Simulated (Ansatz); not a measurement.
Adsorption energy and surface dipole of F on the 1x1 (101) surface of anatase TiO2 (cut with top plane O), one in a 2x1 cell, started at the site 'over Ti at depth 0.9 Å', worked from the runs' numbers; total energies count from the potentials' own zero.

Host crystal: anatase TiO2, with a band gap (PBE, scalar-relativistic without spin-orbit coupling).

Method: PBE (plane waves to 420 eV, PAW; Ansatz, an electronic-structure program).

Slab: 37 atoms, 9.4 Å thick at the start under the adsorbate (thin: gaps and levels are the slab's own); k 3x4x1, smearing 0.01 eV, dipole-corrected; 14 atoms held, the rest relaxed; no symmetry held; spin-polarised, ending with about 1.0 μB a cell, a value that depends on the mesh; orders that need a larger cell were not tried, no spin-orbit, no U, no dispersion correction. The slab shows no gap over 0.04 eV on its mesh. At the end it is bonded to Ti. In PBE it is, or lies within 0.03 eV of, the lowest of the starts that converged.

| quantity | value |
|---|---|
| slab with the adsorbate | -44469.258 eV |
| clean slab, same cell and mesh | -43662.869 eV |
| reference, ½ F2(g) | -805.593 eV |
| area of the cell | 39.58 Å² |
| change of the step from the bottom to the top vacuum level | 1.160 eV |

**Question.** What is the adsorption energy against this reference?

**Answer.** E(slab + adsorbate) − E(slab) − E(reference) = -0.80 eV, so in this state the adsorbate is more stable than in the reference, at a coverage of 2.53 a nm².

**Question.** What dipole does adsorption add to the slab along the outward normal (Helmholtz relation, ε₀ = 0.005526 e/(V·Å))?

**Answer.** p = −ε₀·A·ΔV = -0.254 e·Å = -1.22 D; its negative end points to the vacuum, which raises the vacuum level.
